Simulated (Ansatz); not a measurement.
Input:

```
Al
1.0
    0.00000     2.05888     1.99601
    1.99601     0.00000     1.99601
    1.99601     2.05888     0.00000
Al
1
Cartesian
  0.00000   0.00000   0.00000
```

No spin polarisation.

Method: r2SCAN (Ansatz, a quantum-chemistry and plane-wave program, PAW, no spin-orbit coupling). Settings: 20×20×20 k-points, 0.05 eV Fermi–Dirac smearing.

**Question.** What space group does the calculation give?

**Answer.** I4/mmm (No. 139).

**Question.** Predict the band gap.

**Answer.** Zero.

**Question.** Predict the pressure (mean of the normal stresses, compression positive).

**Answer.** -2.6 GPa.

The cells carry an imposed strain or load. Stability against distortions was not tested. The cell was made from Al in the fcc (Cu type) structure (space group Fm-3m, No. 225) by this change: uniaxial strain ε_yy = +3.15 %.
